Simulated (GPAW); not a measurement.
Troubleshooting GPAW: a failed run on Si₃N₄ (P6_3/m, 14 atoms in the cell). The aim is a self-consistent single point with DFT PBEsol, plane waves, GPAW PAW datasets PBEsol (made by gpaw-setup).

Cell that was meant: a = 7.6182 Å, b = 7.6182 Å, c = 2.9104 Å, α = 90.00°, β = 90.00°, γ = 120.00°.

Part of the input:

```python

calc = GPAW(mode={'name': 'pw', 'ecut': 950},
            xc='PBEsol',
            setups={'Si': 'hard'},
            kpts={'size': (3, 3, 6), 'gamma': True},
            occupations={'name': 'methfessel-paxton', 'width': 0.01, 'order': 0},
            nbands=-4,
```

Log, with long lists cut:

```
Input parameters:
  convergence: {bands: -2,
                forces: 0.001}
  kpts: {gamma: True,
         size: (3, 3, 6)}
  maxiter: 100
  mode: {ecut: 950,
         name: pw}
  nbands: -4
  occupations: {name: methfessel-paxton,
                order: 0,
                width: 0.01}
  setups: {Si: hard}
  symmetry: {symmorphic: False,
             tolerance: 0.0005}
  xc: PBEsol

Traceback (most recent call last):
   [... frames left out ...]
FileNotFoundError: Could not find required PAW dataset file "Si.hard.PBEsol".

You need to set the GPAW_SETUP_PATH environment variable to point to
the directories where PAW dataset and basis files are stored.  See
https://gpaw.readthedocs.io/install.html#install-paw-datasets
for details.
```

**Question.** Read the log: what does the program object to, and what is the fix?

**Answer.** The fault is a potential or basis that cannot be found. The input names a file or set that is not where the program looks, or that does not exist under that name. To fix it, correct the name or place the file. The program stopped before any SCF iteration.

The sound input it was made from differs as follows (other fixes are possible):
```diff
-            setups={'Si': 'hard'},
```

With that input, the run converged in 55 iterations: free energy E − TS (from the program's reference atoms) -120.0867 eV; top of the valence band (on the code's own zero) 6.98 eV; gap on the k-point mesh 4.41 eV; largest force (vector length) 0.059 eV/Å (DFT PBEsol, plane waves, GPAW PAW datasets PBEsol (made by gpaw-setup)).

On the sound input: the starting cell comes from a database of computed structures (which also holds hypothetical and non-ambient phases and stackings), without a prior relaxation at this level. Its lattice was rescaled by a random factor within 2.5 % of one.
